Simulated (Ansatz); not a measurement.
# LaMnO3: pressure series

The parent structure is LaMnO$_{3}$ (space group C2/c, No. 15; a = 9.368 Å, b = 5.493 Å, c = 5.422 Å, α = γ = 90.00°, β = 124.25°; ferromagnetic; a cell from a computed database, its experimental status unchecked).

Cell and atoms are relaxed at each pressure.

The values are results of PBEsol/PAW in Ansatz (a program for electronic structure), scalar-relativistic without spin-orbit coupling, not measurements.

Two rows of this table had their results exchanged by mistake.

| pressure | volume per atom (Å³) | shortest distance (Å) | band gap |
|---|---|---|---|
| pressure 0.3 GPa | 11.51 | 1.956 | zero |
| pressure 0.7 GPa | 11.48 | 1.954 | zero |
| pressure 1.5 GPa | 11.42 | 1.950 | zero |
| pressure 3 GPa | 10.96 | 1.916 | zero |
| pressure 5 GPa | 11.16 | 1.932 | zero |
| pressure 7.5 GPa | 11.31 | 1.943 | zero |

### Question
Which two?

### Answer
The rows for pressure 3 GPa and pressure 7.5 GPa: the volume has to fall steadily with pressure, so 11.31 Å³ belongs to pressure 3 GPa and 10.96 Å³ to pressure 7.5 GPa.

Load acts through the strain it causes; cell and atoms are relaxed under it. Whether these cells are dynamically stable was not tested. No other phases were tried under pressure. No Hubbard U is applied and the magnetic state is the run's own (LaMnO3 ferromagnetic); other magnetic orders, which need larger cells, were not tried and can change the gap.
